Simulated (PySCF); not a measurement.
PySCF 2.14.0, MP2 (frozen core)/def2-svp: octafluorocyclobutane (FC1(F)C(F)(F)C(F)(F)C1(F)F), 12 atoms. The geometry is a generated start, not checked to be a minimum at this level.

| Item | Result |
|---|---|
| task | mp2 |
| basis | def2-svp |
| two-electron scheme | exact four-centre integrals |
| frozen core | true |
| mf.init_guess | minao (default) |
| mf.DIIS | CDIIS (default) |
| mf.diis_space | 8 (default) |
| mf.conv_tol | 1e-09 (default) |
| basis functions (reference run) | 168 |

On 4 threads, 1 BLAS thread. Build: conda-forge: OpenMP (GNU), OpenBLAS with its own threads, libcint, Libxc. Each setting ran once; only counts and results are compared.

Values of mol.max_memory tried: 8000 MB, 4000 MB, 2000 MB, 1000 MB, 500 MB, 300 MB, 200 MB.

How low can the memory setting go, and what changes on the way?

It runs down to 200 MB, the lowest tried, with the same result. At 8000 MB: SCF integrals in memory, transformation in memory. From 1000 MB down: SCF integrals in memory, transformation through a file. From 500 MB down: direct SCF, transformation through a file.

```tsv
mol.max_memory	path	peak memory
8000 MB	SCF integrals in memory, transformation in memory	1.5 GiB
4000 MB	SCF integrals in memory, transformation in memory	1.5 GiB
2000 MB	SCF integrals in memory, transformation in memory	1.5 GiB
1000 MB	SCF integrals in memory, transformation through a file	1.8 GiB
500 MB	direct SCF, transformation through a file	1.0 GiB
300 MB	direct SCF, transformation through a file	1.0 GiB
200 MB	direct SCF, transformation through a file	1.0 GiB
```

Peak memory is the kernel's count for the largest process, libraries included and scratch files not. The peak passes the setting at 1000 MB, 500 MB, 300 MB, 200 MB: it is no hard cap. MP2's transformation through a file may take 2000 MB even at lower settings.
